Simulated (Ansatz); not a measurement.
The reference is Cu in the fcc (Cu type) structure (space group Fm-3m, No. 225; a = 3.5768 Å; relaxed with 0.1 eV smearing). Axes: x, y, z lie along the cube axes.

Computed with r2SCAN in Ansatz (plane waves to 500 eV, PAW, spin-orbit coupling left out).

Perturbation: the cell is stretched by 3.00 % along z with no lateral relaxation, atoms relaxed at fixed cell.

Task: Predict the stress tensor and what it implies for the stiffness.

Result: Stress of the strained cell less that of the base (GPa, compression positive):
```
   -3.8     0.0     0.0
    0.0    -3.8     0.0
    0.0     0.0    -5.6
```

Then −Δσ_ii/ε with ε = 0.0300 gives secant stiffness values (nonlinear terms included at this strain): C33 ≈ 188 GPa, C13 ≈ 128 GPa and C23 ≈ 128 GPa.

As a check, the harmonic strain energy −½ V₀ Δσ:ε is 6.0 meV/atom; the computed energy rise is 6.2 meV/atom.

Stability against distortions was not tested. All final runs are without spin polarisation.

Ansatz is a program for electronic structure.
